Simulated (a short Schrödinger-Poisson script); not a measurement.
Structure: MOS inversion layer, SiO2 on p-type Si(100), at 300 K.

From the gate side: 3.3 nm SiO2; 540 nm Si, acceptors 6.3e17 cm⁻³.

The device is made up for the run: typed textbook-type constants, with dimensions and the other settings drawn at random. SiO2: permittivity 3.9, conduction-band edge (eV) 3.15, gap (eV) 9, electron mass (mₑ) 0.5. Si: permittivity 11.7, conduction-band edge (eV) 0, gap (eV) 1.124, Nv at 300 K (cm⁻³) 3.1e19.

Channel valleys (confinement mass, in-plane density-of-states mass, number): Δ2 0.916, 0.19, 2; Δ4 0.19, 0.417, 4. At the gate the conduction-band edge of layer 1 lies 3.45 eV − eVg above the Fermi level of the channel; the field vanishes at the back. Gaps are held at their typed values at every temperature. Mesh 0.03 nm at interfaces.

Solved with a short Schrödinger-Poisson script written for these runs: 1D Poisson equation in equilibrium, electrons quantum, Hartree (BenDaniel-Duke, 12 states a valley, the channel's in-plane mass for all, wave functions ending at the dielectric), parabolic valleys, classical holes, full ionisation, no traps, pinning or gate leakage.

```tsv
Vg (V)	electrons (cm⁻²)	C (μF/cm²)	Δ2 E0 (meV from the Fermi level)	Δ4 E0 (meV from the Fermi level)
0.6	1.95e9	0.204	207.4	271.7
0.75	1.05e11	0.449	103.1	170.6
0.9	6.33e11	0.752	54.8	126.0
1.05	1.36e12	0.835	32.7	107.7
1.2	2.15e12	0.870	18.4	97.0
1.35	2.96e12	0.889	7.5	89.7
1.5	3.80e12	0.901	-1.5	84.1
1.65	4.64e12	0.910	-9.3	79.5
1.8	5.49e12	0.916	-16.4	75.7
1.95	6.35e12	0.921	-22.9	72.3
2.1	7.21e12	0.926	-29.0	69.3
2.25	8.08e12	0.929	-34.7	66.5
2.4	8.95e12	0.932	-40.3	64.0
2.55	9.82e12	0.935	-45.6	61.6
2.7	1.07e13	0.937	-50.7	59.3
2.85	1.16e13	0.939	-55.7	57.2
3	1.25e13	0.941	-60.6	55.2
```

Gate voltages with under 1e9 electrons/cm² are left out.

Q: At Vg = 3 V the lowest Δ2 subband lies at -60.6 meV from the Fermi level. How many electrons does it hold, and what share of all?

A: The two-dimensional density of states is g m/(πħ²) = 1.59e11 cm⁻² meV⁻¹ (both spins), kT = 25.9 meV, so n = D kT ln(1 + exp(−E/kT)) = 1.00e13 cm⁻², 0.80 of the 1.25e13 cm⁻² in all.

Q: Compare the slope of the sheet density between 2.7 and 3 V with the geometric capacitance of the layers between gate and channel.

A: q Δn/ΔV = 0.961 μF/cm²; ε0/Σ(t/ε) = 1.05 μF/cm². The ratio is 0.92: the channel acts as a further capacitance in series.
